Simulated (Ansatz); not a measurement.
## A computed series for PtSe2: thickness series

The reference is PtSe2 in the CdI2 type structure (space group P-3m1, No. 164; a = 3.731 Å, c = 5.256 Å; layered, stacked along the Cartesian z axis).

Free-standing slabs (3 atom(s) a layer) normal to the stacking axis with 15 Å of vacuum; in-plane cell relaxed.

Method: r2SCAN+rVV10/PAW in Ansatz (a first-principles code), no spin-orbit coupling.

Notes on the quantities. excess energy per area of both faces: slab less bulk energy over the cell's area: twice a surface energy; uncertain by up to 0.1 J/m².

| variant | gap character | band gap | excess energy per area of both faces | in-plane lattice parameter a | shortest interatomic distance |
|---|---|---|---|---|---|
| base | – | zero | – | 3.731 Å | 2.515 Å |
| 1 layer | indirect, Γ → Γ–M (46 % along) | 1.57 eV | 0.36 J/m² | 3.684 Å | 2.506 Å |
| 2 layers | … | … | 0.4 J/m² | … | … |
| 3 layers | indirect, K–Γ (80 % along) → Γ–M (50 % along) | 0.45 eV | 0.4 J/m² | 3.709 Å | 2.506 Å |

### Question
What belongs in the blanks?

### Answer

- 2 layers, gap character: indirect, k = (0.071, 0.143, 0) in the run's primitive reciprocal basis → Γ–M (50 % along)
- 2 layers, band gap: 0.66 eV
- 2 layers, in-plane lattice parameter a: 3.702 Å
- 2 layers, shortest interatomic distance: 2.504 Å

Slab and bulk use different k-meshes, which limits the precision of the excess energy. With Pt present, leaving out spin-orbit coupling can change the band edges. No phonon test of stability was made. All final runs are without spin polarisation. The zero or small gap of PtSe2 can change with the level of theory.
